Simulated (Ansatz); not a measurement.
Consider Be in the hcp (Mg type) structure (space group P6_3/mmc, No. 194; a = 2.257 Å, c = 3.553 Å).

Calculations: Ansatz (a first-principles code) PBEsol, scalar-relativistic without spin-orbit coupling.

Base values:

* **Shortest interatomic distance**: 2.203 Å

The change: cell and atoms relaxed at a pressure of 0.9 GPa.

Q: What happens to the shortest interatomic distance?

A: The shortest interatomic distance decreases by 0.005 Å (2.203 Å → 2.198 Å).

Load acts through the strain it causes; cell and atoms are relaxed under it. No phonon test of stability was made.
